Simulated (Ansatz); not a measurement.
The starting structures come from a database of crystals and need not be the phases stable at ambient conditions.

 Where the default PAW files enter, the runs use the earlier of Ansatz's two default sets.

Inside the gap of an insulator the Bloch states are evanescent, with a wavenumber k + iκ along the transport direction.

Consider the following.

```xyz
12
Lattice="4.8540 0.0000 0.0000 -2.4270 4.2037 0.0000 2.4270 1.4012 8.6155" Properties=species:S:1:pos:R:3 pbc="T T T"
K      0.0000     2.8025     4.3078
Sb     0.0000     0.0000     0.0000
P      2.4270     4.2037     6.8449
P      2.4270     1.4012     1.7706
O      2.4270     4.2037     5.3546
O      2.4270     1.4012     3.2609
O      3.2681     5.4051     7.4257
O      1.5859     0.1998     1.1898
O      0.9659     4.3314     7.4257
O      3.8881     1.2735     1.1898
O      3.0469     2.8745     7.4257
O      1.8071     2.7304     1.1898
```

Space group of this cell: R-3. The cell is taken as given; by r2SCAN its mean pressure is -5.1 GPa.

Transport runs along the normal of the first two printed cell vectors, the (001) plane of the conventional cell.

The gap is the functional's own. No spin-orbit coupling. Mid-gap values are interpolated on the energy grid.

Question: State the band gap and the smallest decay constant κ at mid-gap according to r2SCAN run with Ansatz (a quantum-chemistry and plane-wave program).

Answer: Gap 3.56 eV on a 8×8×8 mesh; κ = 0.453 1/Å, at the zone centre.
